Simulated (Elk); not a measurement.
Band structure of LaAl (Cmcm, 8 atoms in the cell).

```xyz
8
Lattice="4.8323 -3.9768 0.0000 4.8323 3.9768 0.0000 0.0000 0.0000 5.8594" Properties=species:S:1:pos:R:3 pbc="T T T"
La     3.1179    -1.3067     4.3946
La     6.5467     1.3067     1.4649
La     3.1179     1.3067     1.4649
La     6.5467    -1.3067     4.3946
Al     4.8323     1.5774     4.3946
Al     4.8323    -1.5774     1.4649
Al     0.0000     0.0000     2.9297
Al     0.0000     0.0000     0.0000
```

Computed with PBEsol, all-electron FP-LAPW, Elk's shipped species files, APW+lo basis with extra local orbitals run with Elk.

Settings: xctype = 22; rgkmax = 7.5; swidth = 0.00367493 Ha; ngridk = 3 3 4; gmaxvr = 14 1/bohr; nxlo = 2; lorbcnd = true; lmaxi = 2; maxscl = 100.

The starting cell comes from a database of computed structures (which also holds hypothetical and non-ambient phases and stackings), without a prior relaxation at this level. Its lattice was rescaled by a random factor within 2.5 % of one. Values depend on the basis (sphere radii, cutoffs, local orbitals), which need not be converged.

Levels in eV from the Fermi level, bands 37 to 44:
```csv
point,37,38,39,40,41,42,43,44
Γ,-1.19,-0.91,-0.89,-0.56,-0.43,0.83,1.12,1.15
X,-0.99,-0.52,-0.46,-0.22,0.10,0.43,0.56,0.80
S,-1.44,-0.86,-0.37,0.09,0.43,0.54,0.58,0.70
R,-0.71,-0.71,-0.65,-0.65,0.32,0.32,0.62,0.62
A,-0.39,-0.39,-0.28,-0.28,0.19,0.19,0.78,0.78
Z,-0.36,-0.36,-0.31,-0.31,0.51,0.51,0.67,0.67
Y,-0.85,-0.75,-0.73,-0.31,-0.02,0.50,0.51,0.72
X1,-0.99,-0.52,-0.46,-0.22,0.10,0.43,0.56,0.80
A1,-0.39,-0.39,-0.28,-0.28,0.19,0.19,0.78,0.78
T,-0.27,-0.27,-0.08,-0.08,0.21,0.21,0.66,0.66
```

Bands cross the Fermi level along this path, so the cell is metallic at this level.
